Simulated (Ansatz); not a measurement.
System: BN (model structure, P6₂22, No. 180, 6 atoms in the cell). Method: PBEsol in Ansatz (plane waves, PAW).

Numerical settings: plane-wave cutoff 520 eV, 18×18×6 k mesh (along the axes of the cell as run), Fermi–Dirac smearing 0.01 eV, scalar-relativistic PAW data made under PBE.

Cell (relaxed at this level):

BN is modelled in the hexagonal space group P6₂22 (No. 180), Pearson symbol hP6. Cell: a = 2.595 Å, b = 2.595 Å, c = 5.797 Å, α = 90.00°, β = 90.00°, γ = 120.00°. B on 3d is coordinated by 4 N at 1.618 Å. N on 3c sees 4 B at 1.618 Å. (Neighbours: up to the widest gap in distance over summed covalent radii, below 1.35, at either atom.)

Q: Predict the band gap, direct gap at Γ and bulk modulus B0.

A: 
band gap: 3.60 eV (on the SCF k mesh)
direct gap at Γ: 6.70 eV
bulk modulus B0: 391 GPa

Note: the bulk modulus is −V dP/dV from two relaxed cells at ±2 % in volume; the relaxation could raise the start's symmetry but not lower it, so the cell can be a saddle point.

Computed values are for the static lattice.

A model structure was made by putting elements into a prototype or built by hand; it is no filed structure, need not be a known phase, and can be a saddle point held by its symmetry.

Ansatz is a quantum-chemistry and plane-wave program.
